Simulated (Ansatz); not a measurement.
An ideal cubic perovskite cell is held by its symmetry; such compounds can tilt or shift off centre at room temperature. The starting structures come from a database of crystals and need not be the phases stable at ambient conditions.

 Where the default PAW files enter, the runs use the earlier of Ansatz's two default sets.

Tunnelling through a barrier is set by its complex band structure: the current falls as exp(−2κd) with the smallest κ.

Input:

```
CELL_PARAMETERS angstrom
      4.58655     0.00000     0.00000
      0.00000     4.58655     0.00000
      0.00000     0.00000     4.58655
ATOMIC_POSITIONS crystal
  Rb 0.00000 0.00000 0.00000
  Hg 0.50000 0.50000 0.50000
  F  0.50000 0.00000 0.50000
  F  0.00000 0.50000 0.50000
  F  0.50000 0.50000 0.00000
```

Space group of this cell: Pm-3m, cubic perovskite. The cell was relaxed by PBE-D3(BJ); by PBEsol its mean pressure is -1.8 GPa.

Transport runs along the normal of the first two printed cell vectors, the (001) plane of the conventional cell.

The gap is the functional's own, uncorrected, and κ follows it; spin-orbit coupling is left out. Mid-gap values are interpolated between the computed energies.

Question: Give the band gap and the smallest decay constant κ at mid-gap that PBEsol run with Ansatz (a program for electronic structure) yields.

Answer: Gap 0.45 eV on a 8×8×8 mesh; κ = 0.138 1/Å, at the zone centre.
